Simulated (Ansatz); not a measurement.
# SrTiO3: energy against volume

SrTiO3 (cubic perovskite, Pm-3m, 11.783 Å³/atom and stress up to 0.01 GPa in the relaxed cell, cube axes along x, y and z) under an equal strain ε along all three axes. PBEsol in Ansatz, a plane-wave DFT program (PAW, default set), 420 eV, 9×9×9 Γ-centred mesh, Fermi-Dirac smearing 0.05 eV; ions are relaxed, or left where forces stay under 0.02 eV/Å, within the symmetry of each cell.

Here V stands for volume and E for E less E0.

| volume (Å³/atom) | E less E0 (meV/atom) | pressure (GPa) |
|---|---|---|
| 11.1582 | 21.13 | 11.41 |
| 11.3640 | 9.18 | 7.29 |
| 11.5723 | 2.25 | 3.49 |
| 11.7831 | 0.00 | -0.01 |
| 11.9965 | 2.16 | -3.21 |
| 12.2124 | 8.48 | -6.16 |
| 12.4309 | 18.77 | -8.85 |
| 12.8757 | ? | ? |

Fit E of the 7 rows that show it with the third-order Birch-Murnaghan form, a cubic in V^(-2/3). With u = V^(-2/3) - 0.193, the rows have u = 0.007264, 0.004839, 0.002458, 0.000120, -0.002177, -0.004433, -0.006649. Least squares gives E = -0.005 - 98.24·u + 411762·u² + 301683·u³. Residuals (row less fit): 0.006, -0.016, 0.004, 0.011, 0.003, -0.016, 0.007; standard error 0.016 (degrees of freedom: 3). Its minimum lies at u = 0.000119, so V0 = (0.193119)^(-3/2) = 11.78. There d²E/du² = 823700 and d³E/du³ = 1810000, so B0 = (4/9) × 11.78^(-7/3) × 823700 × 0.160218 = 186 GPa (the last factor turns the table's units into GPa), and B0' = 4 + (2/3) × 0.193119 × (1810000)/823700 = 4.3. B0' rests on the cubic coefficient alone and has a standard error of 0.1 from these residuals.

Question: Estimate the missing E (V = 12.8757); what did the run itself give?

Answer: u = -0.010966, so E = -0.005 - 98.24 × (-0.010966) + 411762 × (-0.010966)² + 301683 × (-0.010966)³ = 50.190 meV/atom. The calculation gives 50.09 meV/atom, 0.100 meV/atom below the prediction (0.2 % of the range of E in the table). The row lies outside the fitted rows, so this is an extrapolation. From the scatter of the fitted rows alone, a prediction at this place has a standard error of 0.094 meV/atom, so the miss is 1.1 times that.

The primitive cell can neither tilt nor turn polar against its symmetry, as such crystals can under strain. Other structures, which can take over under pressure, weren't tried. The same form fitted to the pressure column gives B0' = 4.4; series where the two differ by over 0.4 aren't shown. SrTiO3 is here the ideal cubic form; the compound distorts at low or room temperature. Rows are the converged runs of the series near zero and its far end, less any whose ions stayed unrelaxed beside relaxed ones; series whose fitted rows scatter by over a few per cent of the range, as at a crossing or softening among them, aren't shown in this form.
